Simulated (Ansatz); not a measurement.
Start from Y in the hcp (Mg type) structure (space group P6_3/mmc, No. 194).

```
CELL_PARAMETERS angstrom
      3.59949     0.00000     0.00000
     -1.79975     3.11725     0.00000
      0.00000     0.00000     5.58722
ATOMIC_POSITIONS crystal
  Y  0.33333 0.66667 0.75000
  Y  0.66667 0.33333 0.25000
```

Computed with PBEsol (Ansatz, an electronic-structure program, PAW, no spin-orbit coupling), earlier PAW set.

For the base:

Volume per atom: 31.35 Å³

One thing is altered: full substitution Y → Lu, then cell and atoms are relaxed.

Tabulated Pauling electronegativity and covalent radius: Y 1.22, 1.90 Å; Lu 1.27, 1.87 Å.

### Question
What does the calculation give for the volume per atom after the change?

### Answer
The volume per atom shrinks by 3.86 Å³, from 31.35 Å³ to 27.49 Å³.

Whether these cells are dynamically stable was not tested. The final runs are not spin-polarised.
